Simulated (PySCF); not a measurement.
PySCF 2.14.0, B3LYP/def2-svp, df: Nb(S)(F)(NH2)2 ([NH2][Nb]([NH2])([F])=[S]), 9 atoms. The geometry is a generated start, not checked to be a minimum at this level.

```yaml
task: energy
method: b3lyp
basis: def2-svp
two_electron_scheme: density fitting
mol.max_memory: 3000 MB
mf.max_cycle: 100
mf.conv_tol: 1e-09 (default)
mf.grids.level: 3 (default)
effective_core_potentials: those of the basis set, past Kr
basis_functions: 111
grid_points: 122616
```

```xyz
9

Nb     0.4383     0.2028     0.3922
S      2.3353    -0.3983    -0.5904
F      0.9752     1.0420     1.9788
N     -0.3925     1.3348    -0.9660
H     -1.3245     1.7512    -0.8825
H      0.0029     1.6436    -1.8572
N     -0.4824    -1.5099     0.5903
H     -0.1044    -2.4448     0.4280
H     -1.4478    -1.6214     0.9066
```

Charge 0 and multiplicity 1 are set for this test and not shown to be the ground state.

With the defaults (mf.DIIS = CDIIS, mf.diis = true, mf.init_guess = minao, mf.level_shift = 0, mf.diis_space = 8, mf.damp = 0, mf.diis_start_cycle = 1, mf.diis_damp = 0) it converges in 17 Fock builds. One run each on 2 threads, 1 BLAS thread, with these changes:
- mf.diis_damp = 0.3
- mf.damp = 0.3, mf.diis_start_cycle = 4
- mf.level_shift = 0.3 Hartree
- mf.DIIS = EDIIS
- mf.diis_space = 3
- mf.diis = false
- mf.diis = false, mf.damp = 0.7, mf.diis_start_cycle = 999
- mf.DIIS = ADIIS
- mf.init_guess = mod_huckel

Question: Name the settings that don't reach the solution of the defaults.

Answer: No convergence: mf.DIIS = EDIIS; mf.diis = false (the run ends without SCF convergence in 100 cycles). The rest reach the solution of the defaults.

```json
[
 {"setting": "mf.diis_damp = 0.3", "Fock builds": "15", "end": "same solution"},
 {"setting": "the defaults", "Fock builds": "17", "end": "same solution"},
 {"setting": "mf.init_guess = mod_huckel", "Fock builds": "20", "end": "same solution"},
 {"setting": "mf.level_shift = 0.3 Hartree", "Fock builds": "21", "end": "same solution"},
 {"setting": "mf.damp = 0.3, mf.diis_start_cycle = 4", "Fock builds": "23", "end": "same solution"},
 {"setting": "mf.diis = false, mf.damp = 0.7, mf.diis_start_cycle = 999", "Fock builds": "29", "end": "same solution"},
 {"setting": "mf.DIIS = ADIIS", "Fock builds": "32", "end": "same solution"},
 {"setting": "mf.diis_space = 3", "Fock builds": "49", "end": "same solution"},
 {"setting": "mf.DIIS = EDIIS", "Fock builds": "101", "end": "no convergence"},
 {"setting": "mf.diis = false", "Fock builds": "101", "end": "no convergence"}
]
```
